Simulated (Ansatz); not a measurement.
# MnCl3 in the ReO3 type structure (space group Pm-3m, No. 221; ferromagnetic; a hypothetical phase, not in the database extracts checked)

Space group Pm-3m (No. 221); a = b = c = 4.736 Å, α = β = γ = 90.00°

| atom | site | symmetry | x | y | z |
|---|---|---|---|---|---|
| Mn | 1a | m-3m | 0.0000 | 0.0000 | 0.0000 |
| Cl | 3d | 4/mm.m | 0.0000 | 0.0000 | 0.5000 |

Level of theory: plane-wave PAW DFT at the r2SCAN level (Ansatz, a quantum-chemistry and plane-wave program, 500 eV), no spin-orbit coupling. Settings: 10×10×10 k-points, 0.05 eV Fermi–Dirac smearing.

```json
{
  "volume_per_atom": "26.56 Å³",
  "density": "2.52 g/cm³",
  "band_gap": "zero",
  "magnetic_state": "ferromagnetic",
  "total_energy": "-1789.802 eV/atom (σ→0; compares only within this code and set-up)"
}
```

Whether these cells are dynamically stable was not tested. No Hubbard U is applied and the magnetic state is the run's own (MnCl3 ferromagnetic); other magnetic orders, which need larger cells, were not tried and can change the gap.
